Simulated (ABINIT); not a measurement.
# Worked example: self-consistent single point of PtAl2 (Fm-3m, 3 atoms in the cell) in ABINIT

Level of theory: PBE, PAW (JTH v2.0 PBE PAW) (plane waves; ABINIT 10.0.3).

This input was run:

```
# PtAl2, JTH v2.0 PBE PAW
pp_dirpath "./"
pseudos "Al.GGA_PBE-JTH.xml, Pt.GGA_PBE-JTH.xml"
acell 3*1.0
rprim
         0.0000000000    5.5634784328    5.5634784328
         5.5634784328   -0.0000000000    5.5634784328
         5.5634784328    5.5634784328   -0.0000000000
natom 3
ntypat 2
znucl 13 78
typat 1 1 2
xcart
         1.4720330000    1.4720330000    1.4720330000
         4.4160990000    4.4160990000    4.4160990000
         0.0000000000    0.0000000000    0.0000000000
      Angstrom
ecut 571 eV
pawecutdg 1143 eV
pawxcdev 0
occopt 3
tsmear 0.00499791
nband 13
kptopt 1
ngkpt 8 8 8
nshiftk 1
shiftk 0 0 0
nstep 60
tolvrs 1.0e-11
prtwf 0
prtden 0
enunit 2
```

Output (repeated stretches shortened):

```
 Symmetries : space group Fm -3 m (#225); Bravais cF (face-center cubic)

 -outvars: echo values of preprocessed input variables --------
            acell      1.0000000000E+00  1.0000000000E+00  1.0000000000E+00 Bohr
             ecut      2.09838648E+01 Hartree
           enunit           2
              ixc     -101130
         kptrlatt        8    0    0      0    8    0      0    0    8
          kptrlen      6.29435732E+01
            natom           3
            nband          13
            ngfft          36      36      36
          ngfftdg          48      48      48
             nkpt          29
            nstep          60
             nsym          48
           ntypat           2
           occopt           3
        pawecutdg      4.20044789E+01 Hartree
         pawxcdev           0
            rprim      0.0000000000E+00  5.5634784328E+00  5.5634784328E+00
                       5.5634784328E+00 -0.0000000000E+00  5.5634784328E+00
                       5.5634784328E+00  5.5634784328E+00 -0.0000000000E+00
          spgroup         225
           tolvrs      1.00000000E-11
           tsmear      4.99791000E-03 Hartree
            typat      1  1  2
           useylm           1
             xred      2.5000000000E-01  2.5000000000E-01  2.5000000000E-01
                       7.5000000000E-01  7.5000000000E-01  7.5000000000E-01
                       0.0000000000E+00  0.0000000000E+00  0.0000000000E+00
            znucl       13.00000   78.00000

== DATASET  1 ==================================================================

 Real(R)+Recip(G) space primitive vectors, cartesian coordinates (Bohr,Bohr^-1):
 R(1)=  0.0000000  5.5634784  5.5634784  G(1)= -0.0898718  0.0898718  0.0898718
 R(2)=  5.5634784  0.0000000  5.5634784  G(2)=  0.0898718 -0.0898718  0.0898718
 R(3)=  5.5634784  5.5634784  0.0000000  G(3)=  0.0898718  0.0898718 -0.0898718
 Unit cell volume ucvol=  3.4440482E+02 bohr^3
 Angles (23,13,12)=  6.00000000E+01  6.00000000E+01  6.00000000E+01 degrees

 Coarse grid specifications (used for wave-functions):

 getcut: wavevector=  0.0000  0.0000  0.0000  ngfft=  36  36  36
         ecut(hartree)=     20.984   => boxcut(ratio)=   2.21888

 Fine grid specifications (used for densities):

 getcut: wavevector=  0.0000  0.0000  0.0000  ngfft=  48  48  48
         ecut(hartree)=     42.004   => boxcut(ratio)=   2.09106

   3.93415017E+02                                ecore*ucvol(ha*bohr**3)

_setup2: Arith. and geom. avg. npw (full set) are    1580.795    1580.775

--- !BeginCycle
solver: {iscf: 17, nstep: 60, nline: 4, wfoptalg: 10, }
tolerances: {tolvrs: 1.00E-11, }
...

     iter   Etot(hartree)      deltaE(h)  residm     nres2
 ETOT  1  -31.259584874698    -3.126E+01 7.766E-02 1.811E+01
 ETOT  2  -31.400667167108    -1.411E-01 1.718E-02 1.432E+01
 ETOT  3  -31.321330481872     7.934E-02 4.171E-03 4.990E-01
 ETOT  4  -31.331215445865    -9.885E-03 2.618E-03 5.190E-01
 ETOT  5  -31.331548878533    -3.334E-04 3.184E-03 3.891E-01
 ETOT  6  -31.330791242001     7.576E-04 5.818E-04 8.898E-02
   [... 10 lines left out ...]
 ETOT 17  -31.330753374888     9.577E-11 2.743E-05 3.264E-10
 ETOT 18  -31.330753374949    -6.148E-11 1.380E-05 2.302E-10
 ETOT 19  -31.330753374959    -9.710E-12 3.022E-05 4.408E-09
 ETOT 20  -31.330753374951     7.788E-12 1.488E-05 5.762E-10
 ETOT 21  -31.330753374951     5.436E-13 3.242E-05 7.607E-12

 At SCF step   21       nres2   =  7.61E-12 < tolvrs=  1.00E-11 =>converged.

 Cartesian components of stress tensor (hartree/bohr^3)
  sigma(1 1)= -1.36079278E-04  sigma(3 2)=  0.00000000E+00
  sigma(2 2)= -1.36079278E-04  sigma(3 1)=  0.00000000E+00
  sigma(3 3)= -1.36079278E-04  sigma(2 1)=  0.00000000E+00

 ----iterations are completed or convergence reached----

 reduced coordinates (array xred) for    3 atoms
       0.250000000000      0.250000000000      0.250000000000
       0.750000000000      0.750000000000      0.750000000000
       0.000000000000      0.000000000000      0.000000000000
 cartesian forces (eV/Angstrom) at end:
    1     -0.00000000000000    -0.00000000000000    -0.00000000000000
    2     -0.00000000000000    -0.00000000000000    -0.00000000000000
    3     -0.00000000000000    -0.00000000000000    -0.00000000000000
 frms,max,avg= 0.0000000E+00 0.0000000E+00   0.000E+00  0.000E+00  0.000E+00 e/A
 length scales=  1.000000000000  1.000000000000  1.000000000000 bohr
              =  0.529177208590  0.529177208590  0.529177208590 angstroms
 Fermi (or HOMO) energy (hartree) =   0.29340   Average Vxc (hartree)=  -0.37575
 Eigenvalues (hartree) for nkpt=  29  k points:
 kpt#   1, nband= 13, wtk=  0.00195, kpt=  0.0000  0.0000  0.0000 (reduced coord)
  -0.08601    0.10482    0.10482    0.10482    0.15497    0.15497    0.40651    0.43385
   0.43385    0.43385    0.49337    0.49337    0.49337
      occupation numbers for kpt#   1
   2.00000    2.00000    2.00000    2.00000    2.00000    2.00000    0.00000    0.00000
   0.00000    0.00000    0.00000    0.00000    0.00000
 prteigrs : prtvol=0 or 1, do not print more k-points.

 Fermi (or HOMO) energy (eV) =   7.98389   Average Vxc (eV)= -10.22457
 Eigenvalues (   eV  ) for nkpt=  29  k points:
 kpt#   1, nband= 13, wtk=  0.00195, kpt=  0.0000  0.0000  0.0000 (reduced coord)
  -2.34059    2.85230    2.85230    2.85230    4.21708    4.21708   11.06182   11.80575
  11.80575   11.80575   13.42521   13.42521   13.42521
 prteigrs : prtvol=0 or 1, do not print more k-points.

--- !EnergyTerms
comment             : Components of total free energy in Hartree
kinetic             :  9.01860588638094E+00
hartree             :  6.31014111856069E+00
xc                  : -5.00487931354136E+00
Ewald energy        : -2.95166612493481E+01
psp_core            :  1.14230403555295E+00
local_psp           : -1.77773176432840E+01
spherical_terms     :  4.49994728634403E+00
internal            : -3.13278598793348E+01
'-kT*entropy'       : -2.89592373387397E-03
total_energy        : -3.13307558030687E+01
total_energy_eV     : -8.52553222781225E+02
...

-Cartesian components of stress tensor (GPa)         [Pressure=  4.0036E+00 GPa]
- sigma(1 1)= -4.00358991E+00  sigma(3 2)=  0.00000000E+00
- sigma(2 2)= -4.00358991E+00  sigma(3 1)=  0.00000000E+00
- sigma(3 3)= -4.00358991E+00  sigma(2 1)=  0.00000000E+00

 Calculation completed.
```

The run converged in 21 iterations.

The starting cell has typed, rounded lattice constants, without a prior relaxation at this level. Its lattice was rescaled by a random factor within 2.5 % of one. Spin polarisation is off. With a pressure of about 4 GPa the cell is away from its equilibrium volume at this level.

Cost on one core of a shared machine: roughly 40 s.
